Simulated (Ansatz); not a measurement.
CsPbBr$_{3}$ in the cubic perovskite structure (space group Pm-3m, No. 221)

```xyz
5
Lattice="5.9376 0.0000 0.0000 0.0000 5.9376 0.0000 0.0000 0.0000 5.9376" Properties=species:S:1:pos:R:3 pbc="T T T"
Cs     0.0000     0.0000     0.0000
Pb     2.9688     2.9688     2.9688
Br     0.0000     2.9688     2.9688
Br     2.9688     2.9688     0.0000
Br     2.9688     0.0000     2.9688
```

All numbers come from r2SCAN (Ansatz, a quantum-chemistry and plane-wave program; PAW; 500 eV plane waves; no spin-orbit coupling). k-mesh 6×6×6 (Γ-centred); smearing 0.05 eV (Fermi–Dirac).

```yaml
volume_per_atom: 41.87 Å³
density: 4.60 g/cm³
band_gap: 2.03 eV, direct at R
Electron mass (degenerate bands, along [100]): 0.091, 0.82, 0.82 mₑ
hole_mass: 0.17 mₑ
Lowest conduction-band minima above the VBM: R along ⟨111⟩ 2.03 eV
total_energy: -5198.552 eV/atom (σ→0; compares only within this code and set-up)
```

With Pb present, leaving out spin-orbit coupling can change the band edges. Masses are band curvatures over ±0.01 Å⁻¹ around the edge. Whether these cells are dynamically stable was not tested. Many cubic perovskites are stable only at high temperature; tilts and polar distortions were not tested. This is not the structure that CsPbBr3 has at room temperature and ambient pressure.
